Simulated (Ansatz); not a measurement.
What tensor shear ε_yz = −0.96 % does to Zr

Base system: Zr in the hcp (Mg type) structure (space group P6_3/mmc, No. 194; a = 3.246 Å, c = 5.151 Å). Axes: x lies along a and z along c of the hexagonal cell.

Perturbation: a pure shear with ε_yz = ε_zy = -0.0096; the atoms relax in the strained cell.

Calculations: r2SCAN in Ansatz (plane waves to 500 eV, PAW, scalar-relativistic without spin-orbit coupling). Settings: 16×16×9 k-points, 0.05 eV Fermi–Dirac smearing.

Volume per atom: 23.50 Å³ (base 23.50 Å³)
Space group: C2/m (No. 12) (base P6_3/mmc (No. 194))
Shortest interatomic distance: 3.156 Å (base 3.185 Å)
Energy relative to the base (free energy F): +0.9 meV/atom
Pressure (mean of the normal stresses, compression positive): 0.0 GPa (base 0.0 GPa)
Band gap: zero (base zero)
Stress (xx, yy, zz, yz, xz, xy; compression positive): (0.0, 0.0, 0.0, 0.7, 0.0, 0.0) GPa (rough)

Without a gap, meshes like the base's 16×16×9 leave anisotropic stresses uncertain by several tenths of a GPa, and small strain energies with them. No phonon test of stability was made. All final runs are without spin polarisation.

Ansatz is a quantum-chemistry and plane-wave program.
